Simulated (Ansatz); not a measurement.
System: interstitial N in corundum (charge state -1). The step: several atoms move together, O the farthest; the atom moves 1.99 Å along (0.16, -0.16, 0.11) of the unit cell; at the start the N atom holds a host O site and a host atom stands off its site; at the end the N atom holds a host O site and a host atom stands off its site; the moving atom starts with neighbours Al at 1.82, Al at 1.92; N at 1.50; O at 2.12 Å and ends with Al at 1.82, Al at 1.92; N at 1.50; O at 2.12 Å. DFT values are from Ansatz (plane-wave PAW, 420 eV unless said) in a cell of 120 host sites, spin-restricted, static, with no finite-size correction. The charge state is imposed; whether it is stable for some Fermi level was not computed. Sites that were not tried may lie lower. For the PBE band: the saddle point's order was not checked, and it lies on a symmetry element of the cell, where a band can be held.

```tsv
Level	Forward barrier (eV)	Cost of the band or of the saddle's single point
CHGNet universal potential (has no charge state), its own band	0.81	-
PBE, the Γ point alone, band relaxed	1.25	about 23 core-minutes (a rough figure)
PBE, a 2×2×2 k-point mesh shifted by half a step along c, same geometries	1.26	around 5 core-minutes (rough)
r2SCAN at 500 eV, the Γ point alone, same geometries	?	very roughly 100 core-seconds
```

Complete the blanks.


- r2SCAN at 500 eV, the Γ point alone, same geometries, Forward barrier (eV): 1.13

Ansatz is a quantum-chemistry and plane-wave program.
